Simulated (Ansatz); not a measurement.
WSe2 under a change: biaxial strain −1.83 %, plane normal [001], relaxed out of plane

The reference is WSe$_{2}$ in the 2H-MoS2 type structure (space group P6_3/mmc, No. 194; a = 3.279 Å, c = 12.786 Å; layered, stacked along the Cartesian z axis). Axes: x lies along a and z along c of the hexagonal cell.

It is then changed as follows: biaxial strain −1.83 %, plane normal [001], relaxed out of plane (Cartesian); in-plane vectors clamped, the third vector and the atoms free.

All numbers come from Kohn–Sham DFT with the PBE-D3(BJ) functional, run in Ansatz (a quantum-chemistry and plane-wave program) with PAW and 420 eV plane waves, no spin-orbit coupling. k-mesh 12×12×3 (Γ-centred); smearing 0.05 eV (Fermi–Dirac).

```csv
quantity,base,changed,shift
volume per atom,19.84 Å³,19.26 Å³,-0.58 Å³
space group,P6_3/mmc (No. 194),P6_3/mmc (No. 194),–
shortest interatomic distance,253.4 pm,252.4 pm,-1.0 pm
"pressure (mean of the normal stresses, compression positive)",0.00 GPa,3.07 GPa,+3.07 GPa
band gap,0.87 eV,0.90 eV,+0.03 eV
gap character,"indirect, Γ → K–Γ (47 % along)","indirect, Γ → K–Γ (47 % along)",–
smallest direct gap,1.57 eV,1.74 eV,+0.17 eV
width of the top valence band,1.52 eV,1.30 eV,-0.227 eV
hole mass,"1.3 mₑ along c, 0.70 mₑ across (at Γ)","1.1 mₑ out of plane, 0.90 mₑ in plane (at Γ)",–
"valence-band top at Γ (three highest levels, from the VBM)","0.00, -0.96, -1.20 eV","0.00, -1.02, -1.12 eV",–
out-of-plane strain,–,+0.71 %,–
ratio −ε⊥/ε∥,–,0.39,–
mean in-plane stress (compression positive),–,+4.6 GPa,–
```

With W present, leaving out spin-orbit coupling can change the band edges. Effective masses come from finite differences of ±0.01 Å⁻¹. Whether these cells are dynamically stable was not tested.
